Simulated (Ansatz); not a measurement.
```
CELL_PARAMETERS angstrom
      2.67096     1.54208     4.73651
     -2.67096     1.54208     4.73651
      0.00000    -3.08416     4.73651
ATOMIC_POSITIONS crystal
  Zn 0.70626 0.70626 0.70626
  Zn 0.20626 0.20626 0.20626
  Sn 0.98780 0.98780 0.98780
  Sn 0.48780 0.48780 0.48780
  O  0.59638 0.88300 0.27628
  O  0.88300 0.27628 0.59638
  O  0.27628 0.59638 0.88300
  O  0.77628 0.38300 0.09638
  O  0.38300 0.09638 0.77628
  O  0.09638 0.77628 0.38300
```

The cell was generated from a structure type, relaxed within its symmetry, and need not be the phase found at ambient conditions. Spin-orbit coupling is not included.

### Question
Give the diagonal Born effective charges atom by atom and the electronic dielectric tensor from linear response, Ansatz (a first-principles code), PBE functional, plane-wave PAW.

### Answer
```csv
atom,Z*xx,Z*yy,Z*zz
Zn1,2.44,2.44,2.21
Zn2,2.44,2.44,2.21
Sn3,4.24,4.24,4.30
Sn4,4.24,4.24,4.30
O5,-2.05,-2.41,-2.17
O6,-2.36,-2.10,-2.17
O7,-2.27,-2.18,-2.17
O8,-2.36,-2.10,-2.17
O9,-2.05,-2.41,-2.17
O10,-2.27,-2.18,-2.17
```

ε∞ diagonal: 5.1, 5.1, 5.0. The k mesh is 6×6×6. The program warned that the k mesh resolves the field response only roughly, so the permittivities and charges are not converged. Away from Γ the polar cell without biaxial strain shows no imaginary mode on a 2×2×2 mesh.
